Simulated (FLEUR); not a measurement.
Worked example: self-consistent single point of LiBr (Fm-3m, 2 atoms in the cell) in FLEUR.

Computed with LDA (Perdew-Zunger), all-electron FLAPW (FLEUR), scalar-relativistic valence.

```yaml
crystal:
  lattice:
    - [0.00000, 2.75000, 2.75000]
    - [2.75000, 0.00000, 2.75000]
    - [2.75000, 2.75000, 0.00000]
  atoms:
    - { symbol: Li, position: [0.00000, 0.00000, 0.00000] }
    - { symbol: Br, position: [0.50000, 0.50000, 0.50000] }
```

Reference input (self-consistent single point, DFT, PBE, all-electron FLAPW (FLEUR), scalar-relativistic valence): Kmax = 4.7 1/bohr; GmaxXC = 14.1 1/bohr; xcFunctional = pbe; jspins = 1; l_soc = F; mode = hist; fermiSmearingEnergy = 0.00183747 Htr; mesh (inpgen div1-3) = 10 10 10; inpgen gamma flag = true; Gmax = 14.1 1/bohr; numbands = 0; maxIterBroyd = 15. This run's input differs from it in these lines:

```diff
@@ -14,2 +14,3 @@
 &comp jspins=1 /
+&exco xctyp='pz' /
 &kpt div1=10 div2=10 div3=10 gamma=t /
@@ -26,3 +27,3 @@
       <coreElectrons ctail="T" frcor="F" kcrel="0" coretail_lmax="0"/>
-      <xcFunctional name="pbe" relativisticCorrections="F"/>
+      <xcFunctional name="pz" relativisticCorrections="F"/>
       <magnetism jspins="1"/>
```

Output, abridged:

```
 Iteration:     1   Distance:       2.51953417 me/bohr^3
 Iteration:     2   Distance:       2.33794356 me/bohr^3
 Iteration:     3   Distance:       1.05618996 me/bohr^3
 Iteration:     4   Distance:       0.37754284 me/bohr^3
 Iteration:     5   Distance:       0.33092475 me/bohr^3
   [... 4 lines left out ...]
 Iteration:    10   Distance:       0.00042932 me/bohr^3
 Iteration:    11   Distance:       0.00004800 me/bohr^3
 Iteration:    12   Distance:       0.00003766 me/bohr^3
 Iteration:    13   Distance:       0.00000324 me/bohr^3
 Run finished successfully
 Stop message:
   Structural relaxation: Done

[file out, last iteration]
             iter=     14
[...]
          total density-effective poten   -4.1907128817E+03
          total charge density-energy d   -9.0742246910E+01
 Updated energy parameters for spin:           1
[...]
 fermi energy and band-weighting factors:

[...]
FERMIE:
          first approx. to ef    (T=0)  :   0.066299 htr   (energy of the highest occ. eigenvalue)
          number of occ. states  (T=0)  :        188
          first approx. to seigv (T=0)  :  -0.725136 htr
          sum of weights of occ. states :   4.000000
          sum of semicore charge        :   0.000000 e
FERHIS:  Fermi-Energy by histogram:
          bandgap                     :   0.177255 htr
   [... lines left out ...]
          charge neutrality (T=0)     :   0.000000    (zero if the highest occ. eigenvalue is "entirely" occupied)
 Direct bandgap for spin            1 :   0.17745978510720134       Htr
 ---->    free energy=                     -2610.8930588439 htr
   [... lines left out ...]
      extrapolation for T->0
 ---->    total electron energy=           -2610.8930588439 htr
 ***** TOTAL FORCES ON ATOMS *****
 TOTAL FORCE FOR ATOM TYPE=  1  X=  0.000   Y=  0.000   Z=  0.000
                       FX_TOT= 0.000000 FY_TOT= 0.000000 FZ_TOT= 0.000000
 TOTAL FORCE FOR ATOM TYPE=  2  X=  5.197   Y=  5.197   Z=  5.197
                       FX_TOT= 0.000000 FY_TOT= 0.000000 FZ_TOT= 0.000000
 Structural relaxation: Done
```

The run converged in 13 iterations. FLEUR gives forces in its relaxation mode, with a further iteration, so its stop message speaks of a relaxation. Against the reference run the gap on the mesh goes from 5.130 to 4.823 eV.

The starting cell has typed, rounded lattice constants, without a prior relaxation at this level. Values depend on the basis (sphere radii, cutoffs, local orbitals), which need not be converged.

Cost on one core of a shared machine: roughly 60 s.
